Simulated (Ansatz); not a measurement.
B on the Si site in beta Si3N4: one set of geometries, relaxed with PBE, evaluated in Ansatz (PAW, plane waves to 420 eV, 500 eV under r2SCAN) with PBE, r2SCAN.

Details: 84-site cell; 2×2×2 shifted k-points; start: the Si(1,4-fold) site; charged states image-corrected; finite-size errors of tenths of an eV; flagged in the runs: a doubtful potential alignment, a host whose relaxation on this sampling wasn't shown to rest.

| quantity | PBE | r2SCAN |
|---|---|---|
| host gap (eV) | 4.25 | ? |
| ε(0/−1) above the VBM (eV) | 0.19 | ? |
| neutral formation energy against alpha boron, silicon (eV) | 2.78 | ? |
| largest moment on one atom at charge 0 (μB) | 0.20 | ? |

**Question.** Given the lower rungs, what does r2SCAN give?

**Answer.** 
- host gap (eV), r2SCAN: 4.90
- ε(0/−1) above the VBM (eV), r2SCAN: 0.27
- neutral formation energy against alpha boron, silicon (eV), r2SCAN: 3.42
- largest moment on one atom at charge 0 (μB), r2SCAN: 0.28

Ansatz is a program for electronic structure.
